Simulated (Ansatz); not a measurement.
Data:

```yaml
crystal:
  lattice:
    - [5.31628, 0.05548, -0.04566]
    - [0.05548, 5.32902, -0.00982]
    - [-0.04566, -0.00982, 5.33539]
  atoms:
    - { symbol: Tl, position: [0.00000, 0.00000, 0.00000] }
    - { symbol: Mn, position: [0.50000, 0.50000, 0.50000] }
    - { symbol: Br, position: [0.00000, 0.50000, 0.50000] }
    - { symbol: Br, position: [0.50000, 0.50000, 0.00000] }
    - { symbol: Br, position: [0.50000, 0.00000, 0.50000] }
```

Spin-polarised, with starting moments of sign Tl0 Mn+ Br0 Br0 Br0.

Level of theory: Kohn–Sham DFT with the r2SCAN functional, run in Ansatz (a first-principles code) with PAW and 500 eV plane waves, spin-orbit coupling left out. k-mesh 6×6×6 (Γ-centred); smearing 0.05 eV (Fermi–Dirac).

Q: Estimate the stress (xx, yy, zz, yz, xz, xy; compression positive).

A: (-0.2, -0.3, -0.4, 0.1, 0.2, -0.3) GPa.

Q: What smallest direct gap does the calculation give?

A: 2.53 eV.

With Tl present, leaving out spin-orbit coupling can change the band edges. The cells carry an imposed strain or load. Stability against distortions was not tested. No Hubbard U is applied and the magnetic state is the run's own (MnTlBr3 ferromagnetic); other magnetic orders, which need larger cells, were not tried and can change the gap. The cell was made from MnTlBr$_{3}$ in the cubic perovskite structure (space group Pm-3m, No. 221; ferromagnetic; a hypothetical phase, not in the database extracts checked) by this change: strain tensor (xx, yy, zz, yz, xz, xy) = (+0.13, +0.37, +0.49, −0.19, −0.86, +1.05) %. Many cubic perovskites are stable only at high temperature; tilts and polar distortions were not tested.
